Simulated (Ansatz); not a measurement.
Defect migration in anatase TiO2 with all lengths changed by +1 %: O vacancy, charge state +2. The step: one O atom jumps into the vacancy from a nearby O site (strongly reconstructed ends); the atom moves 2.83 Å along (-0.51, 0.48, 0.09) of the unit cell; at the start one O stands off the lattice site; at the end one O stands off the lattice site; the moving atom starts with neighbours O at 2.50, O at 2.51; Ti at 1.94, Ti at 2.00, Ti at 2.04 Å and ends with O at 2.47, O at 2.50; Ti at 1.96, 2 Ti at 1.98 Å. DFT values are from Ansatz (plane-wave PAW, 420 eV unless said) in a cell of 108 host sites, spin-restricted, static, with no finite-size correction. The charge state is imposed; whether it is stable for some Fermi level was not computed. Forms of the defect that were not tried may lie lower. For the PBE band: the saddle point's order was not checked, and it lies on a symmetry element of the cell, where a band can be held.

```tsv
Level	Forward barrier (eV)	Cost of the band or of the saddle's single point
PBE, the Γ point alone, band relaxed	1.18	roughly 120 core-minutes
PBE, a 2×2×2 k-point mesh shifted by half a step, same geometries	1.16	very roughly 14 core-minutes
```

Ansatz is a quantum-chemistry and plane-wave program.
